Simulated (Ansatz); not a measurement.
Base system: CdSe in the zinc blende structure (space group F-43m, No. 216; a = 6.196 Å).

Level of theory: PBE (Ansatz, a program for electronic structure, PAW, spin-orbit coupling left out).

For the base:

```
Item                    Result
-------------  ---------------
Band gap               0.49 eV
Electron mass  0.052 mₑ (at Γ)
Density             5.34 g/cm³
```

Now apply this change: Te takes the place of Se on all its sites, then cell and atoms are relaxed.

Tabulated Pauling electronegativity and covalent radius: Se 2.55, 1.20 Å; Te 2.10, 1.38 Å.

Q: Estimate the effect on the band gap, electron mass and density.

A: The band gap goes up by 0.091 eV, from 0.49 eV to 0.59 eV; the electron mass goes from 0.052 mₑ (at Γ) to 0.053 mₑ (at Γ); the density goes up by 0.16 g/cm³ (5.34 g/cm³ → 5.50 g/cm³).

With Te present, leaving out spin-orbit coupling can change the band edges. Masses are band curvatures over ±0.01 Å⁻¹ around the edge. Whether these cells are dynamically stable was not tested.
